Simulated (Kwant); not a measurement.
Device: quantum point contact (saddle potential) in a CdTe two-dimensional gas. Effective mass 0.096 mₑ, grid spacing 1.7 nm, hard walls, nominal width 40 nm (23 grid rows, so walls 40.8 nm apart), one parabolic valley, scattering region 120 nm long along x; energies count from the band bottom; Fermi energy 0.0956 eV. Potential (V0 + ½k y²) cos²(πx/L) for |x| < L/2, with V0 swept from 0.10038 to 0 eV, k = 0.001 eV/nm², L = 50 nm. Perpendicular field 4.3 T, also in the leads; orbital effect alone.

The device is made up for the run: typed textbook-type constants, with dimensions and the other settings drawn at random.

Kwant, effective-mass tight-binding model on a square grid, one spin, coherent transport at 0 K. Conductance is in e²/h.

Sweep values stay those of the base run.

Base results: mean G (e²/h) over the sweep 1.62; G (e²/h) at V0 = 75.65 meV 0.84; G (e²/h) at V0 = 26.19 meV 2.45; G (e²/h) at V0 = 50.92 meV 1.68.

**Question.** What follows from this one change: Fermi energy 0.0956 → 0.048 eV?

**Answer.** mean G over the sweep 1.62 → 0.41 e²/h; G at V0 = 75.65 meV 0.84 → 4.1e-6 e²/h; G at V0 = 26.19 meV 2.45 → 0.97 e²/h; G at V0 = 50.92 meV 1.68 → 0.0029 e²/h.

**Question.** What follows from this one change: effective mass 0.096 → 0.077 mₑ?

**Answer.** mean G over the sweep 1.62 → 1.46 e²/h; G at V0 = 75.65 meV 0.84 → 0.75 e²/h; G at V0 = 26.19 meV 2.45 → 2.06 e²/h; G at V0 = 50.92 meV 1.68 → 1.34 e²/h.

**Question.** What follows from this one change: curvature of the confinement 0.001 → 0.0012 eV/nm²?

**Answer.** mean G over the sweep 1.62 → 1.49 e²/h; G at V0 = 75.65 meV 0.84 → 0.78 e²/h; G at V0 = 26.19 meV 2.45 → 2.09 e²/h; G at V0 = 50.92 meV 1.68 → 1.40 e²/h.
